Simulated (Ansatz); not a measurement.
Relaxed 16-atom cells of (Ru,Mo) in the hexagonal close-packed type, of low symmetry and near-random order, with the end members in the same type and cell. The hexagonal close-packed type need not be the stable form of Mo, so that mixing against the stable forms can cost more. Left out are ordered and sheared cells and those that changed their type; one cell stands for each fraction.

These are r2SCAN (plane waves to 500 eV, PAW; Ansatz, an electronic-structure program) values and carry that method's errors. Spin–orbit coupling is left out; the runs are not spin-polarised.

```json
[
 {"cell": "Ru", "fraction of Mo": "0", "volume (Å³/atom)": "13.49"},
 {"cell": "MoRu7", "fraction of Mo": "0.1250", "volume (Å³/atom)": "13.74"},
 {"cell": "MoRu3", "fraction of Mo": "0.2500", "volume (Å³/atom)": "14.01"},
 {"cell": "MoRu", "fraction of Mo": "0.5000", "volume (Å³/atom)": "withheld"},
 {"cell": "Mo", "fraction of Mo": "1", "volume (Å³/atom)": "15.93"}
]
```

Problem. Fit y = y0 + (y1 − y0) x − b x (1 − x), with y0 and y1 the end rows to the rows shown by least squares, with x the second column and y the third, and predict the withheld row.

Solution. The fit gives b = 0.49, with a root-mean-square miss of 0.001 on the rows shown. At x = 0.5000 it predicts 14.59; the run gives 14.61, a miss of -0.02.
